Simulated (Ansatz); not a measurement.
The reference is ZnCu2SnS4 (space group I-4, No. 82).

Space group I-4 (No. 82); a = 5.4141 Å, b = 5.4141 Å, c = 10.8216 Å, α = 90.00°, β = 90.00°, γ = 90.00°

| atom | site | symmetry | x | y | z |
|---|---|---|---|---|---|
| Cu | 2a | -4.. | 0.0000 | 0.0000 | 0.0000 |
| Cu | 2c | -4.. | 0.0000 | 0.5000 | 0.2500 |
| Zn | 2d | -4.. | 0.5000 | 0.0000 | 0.2500 |
| Sn | 2b | -4.. | 0.0000 | 0.0000 | 0.5000 |
| S | 8g | 1 | 0.2578 | 0.2643 | 0.3709 |
(The calculation used a cell of 8 atoms; values per cell refer to that cell.)

Method: r2SCAN (Ansatz, an electronic-structure program; PAW; 500 eV plane waves; no spin-orbit coupling).

Base values:

```
Property              Result
-------------------  -------
c/a ratio              1.999
Lattice parameter a  5.414 Å
```

Modification: Mn takes the place of Zn on all its sites, then cell and atoms are relaxed.

Tabulated Pauling electronegativity and covalent radius: Zn 1.65, 1.22 Å; Mn 1.55, 1.39 Å.

### Question
How does this affect the c/a ratio and lattice parameter a?

### Answer
The c/a ratio goes up by 0.0185 (1.999 → 2.017); the lattice parameter a rises by 0.027 Å, from 5.414 Å to 5.441 Å.

Other magnetic orders, which the real material may have, were not ruled out. Whether these cells are dynamically stable was not tested. As relaxed here, MnCu2SnS4 is a hypothetical phase, not in the database extracts checked. Spin-polarised in the final run: MnCu2SnS4; the other runs are not.
